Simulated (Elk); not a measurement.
Worked example: self-consistent single point of HfIr3 (Pm-3m, 4 atoms in the cell) in Elk.

Method: PBEsol, spin-orbit coupling in second variation, all-electron FP-LAPW, Elk's shipped species files, LAPW+lo basis run with Elk.

```
CELL_PARAMETERS angstrom
      3.87090     0.00000     0.00000
      0.00000     3.87090     0.00000
      0.00000     0.00000     3.87090
ATOMIC_POSITIONS crystal
  Hf 0.00000 0.00000 0.00000
  Ir 0.00000 0.50000 0.50000
  Ir 0.50000 0.00000 0.50000
  Ir 0.50000 0.50000 0.00000
```

Reference input (self-consistent single point, DFT, PBEsol, all-electron FP-LAPW, Elk's shipped species files, LAPW+lo basis): xctype = 22; rgkmax = 7.5; stype = 0; swidth = 0.00734986 Ha; ngridk = 7 7 7; gmaxvr = 14 1/bohr; nxoapwlo = 1; rmtscf = 0.87; maxscl = 100. This run's input differs from it in these lines:

```diff
@@ -5,2 +5,5 @@
   22
+
+spinorb
+  .true.
 
@@ -17,2 +20,8 @@
   0.87
+
+lmaxi
+  3
+
+nempty
+  10
```

The program printed (abridged):

```
│ Self-consistent loop started │
│ Loop number : 1 │
 total energy                :     -68655.9810875
 total moment                :   0.1095108343E-21  0.4084105212E-21  0.6765508634E-22
│ Loop number : 2 │
 total energy                :     -68657.0466232
 total moment                :   0.3038360344E-21  0.3676736051E-22  0.3453282561E-22
RMS change in Kohn-Sham potential (target) :   0.1061139789     (  0.1000000000E-05)
Absolute change in total energy (target)   :    1.065535697     (  0.1000000000E-03)
│ Loop number : 3 │
 total energy                :     -68658.4104245
   [... lines left out ...]
 total energy                :     -68652.9763587
 total moment                :  -0.4268796201E-21 -0.1126332829E-21 -0.1831647817E-21
RMS change in Kohn-Sham potential (target) :   0.2265186274E-06 (  0.1000000000E-05)
Absolute change in total energy (target)   :   0.3773960343E-03 (  0.1000000000E-03)
│ Loop number : 16 │
 total energy                :     -68652.9762616
 total moment                :  -0.2895600926E-21 -0.2933778621E-21  0.3622499239E-22
RMS change in Kohn-Sham potential (target) :   0.8726376427E-07 (  0.1000000000E-05)
Absolute change in total energy (target)   :   0.2762084478E-05 (  0.1000000000E-03)
Convergence targets achieved

│ Loop number : 17 │

Energies :
 Fermi                       :     0.536152051472
 xc effective B-field        :    -0.764862253499E-07
 external B-field            :      0.00000000000
 total energy                :     -68652.9762510
 (external B-field energy excluded from total)

Density of states at Fermi energy :    77.23136411
 (states/Hartree/unit cell)

Estimated indirect band gap :   0.3488635398E-02
 from k-point      1 to k-point      5
Estimated direct band gap   :   0.9781690484E-02
 at k-point      5

Charges :
 core                        :    190.0000000
 valence                     :    113.0000000
 interstitial                :    7.083835222
 muffin-tins (core leakage)
  species :    1 (Hf)
   atom    1                 :    69.81001858     (  0.5570862371E-05)
  species :    2 (Ir)
   [... lines left out ...]
   atom    2                 :  -0.7413902368E-22 -0.1225735166E-21  0.2371111683E-21
   atom    3                 :   0.7413902368E-22 -0.2371111683E-21  0.1225735166E-21
 total in muffin-tins        :   0.2545819230E-21 -0.2547144383E-21  0.1708836335E-21
 total moment                :  -0.1376879105E-21 -0.1328115089E-21  0.2161954681E-21

│ Self-consistent loop stopped │
```

The run converged in 17 iterations. The count includes the last loop, which Elk runs after its targets are met. 

The starting cell comes from a database of computed structures (which also holds hypothetical and non-ambient phases and stackings), without a prior relaxation at this level. Its lattice was rescaled by a random factor within 2.5 % of one. Values depend on the basis (sphere radii, cutoffs, local orbitals), which need not be converged. The log's line on a gap gives a spacing of levels on this mesh, which the program prints for metals too.

Cost on one core of a shared machine: roughly 4 min.
